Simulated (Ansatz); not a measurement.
Total g(r) from a molecular-dynamics run [in the run: under uneven stress (diagonal components 0.7 GPa apart); 2×2×2 k-points, which a denser mesh shifts by 0.1 GPa in pressure and 0.05 eV/Å in forces]. Calculation: PBE (plane waves, PAW; Ansatz, a quantum-chemistry and plane-wave program).

```csv
r (Å),g(r)
1.02,0.00
1.14,0.00
1.26,0.00
1.38,0.00
1.50,0.00
1.62,0.00
1.74,0.00
1.86,0.00
1.98,0.00
2.10,0.00
2.22,0.00
2.34,0.00
2.46,0.27
2.58,8.60
2.70,4.20
2.82,0.07
2.94,0.00
3.06,0.20
3.18,2.10
3.30,1.08
3.42,0.06
3.54,0.00
3.66,0.00
3.78,0.00
```

Q: Which system gave this curve?
A. SnGe15, liquid, 1341 K
B. GaGe15, liquid, 1071 K (no melting point cited, so perhaps supercooled)
C. WSi2 (C11b type), crystal, 281 K, 4.0 GPa
D. Si15B, liquid, 1459 K (no melting point cited, so perhaps supercooled)

A: C, WSi2 (C11b type), crystal, 281 K, 4.0 GPa
